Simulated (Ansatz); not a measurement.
# CuI (model structure, within 0.1 Å of P6₄22, No. 181, 6 atoms in the cell)

Calculation: r²SCAN+SOC (Ansatz, a quantum-chemistry and plane-wave program, PAW).

Run with plane-wave cutoff 560 eV, 12×12×4 k mesh (along the axes of the cell as run), Fermi–Dirac smearing 0.01 eV, PAW data made under PBE.

Cell (relaxed with PBEsol):

```xyz
6
Lattice="4.1617 0.0000 0.0000 -2.0809 3.6042 0.0000 0.0000 0.0000 9.5154" Properties=species:S:1:pos:R:3 pbc="T T T"
Cu     1.0406     1.8023     4.7577
Cu     2.0806     0.0000     7.9295
Cu    -1.0403     1.8018     1.5859
I      1.0405     1.8021     0.0000
I      2.0808     0.0000     3.1718
I     -1.0404     1.8020     6.3436
```

```json
{
 "band_gap": "1.28 eV (indirect)",
 "smallest_direct_gap_on_the_k_points_sampled": "1.72 eV"
}
```

Note: cell and atoms aren't relaxed at this level (pressure 2.9 GPa).

The computed numbers hold no vibrational or temperature effects.

The result took about 29 core-minutes (a rough figure).

A model structure was made by putting elements into a prototype or built by hand; it is no filed structure, need not be a known phase, and can be a saddle point held by its symmetry.
